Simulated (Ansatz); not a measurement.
By PBEsol, the system below comes out a metal.

Without scattering a metal conducts by its projected Fermi surface.

Given:

```
CELL_PARAMETERS angstrom
      4.64086     0.00000     0.00000
      0.00000     5.08483     0.00000
      0.00000     2.54242     1.46787
ATOMIC_POSITIONS crystal
  Ti 0.75000 0.66667 0.00000
  Ti 0.25000 0.33333 0.00000
```

The cell is taken as given; by PBEsol it stands under a pressure of -3.9 GPa.

The current flows along the normal of the first two printed cell vectors, the (110) plane of the conventional cell. No spin-orbit coupling; the value is a mean over 0.1 eV about the Fermi level.

Predict the ballistic conductance per area from PBEsol in Ansatz (a program for electronic structure).

0.63 × 10¹⁵ S/m² for both spins.
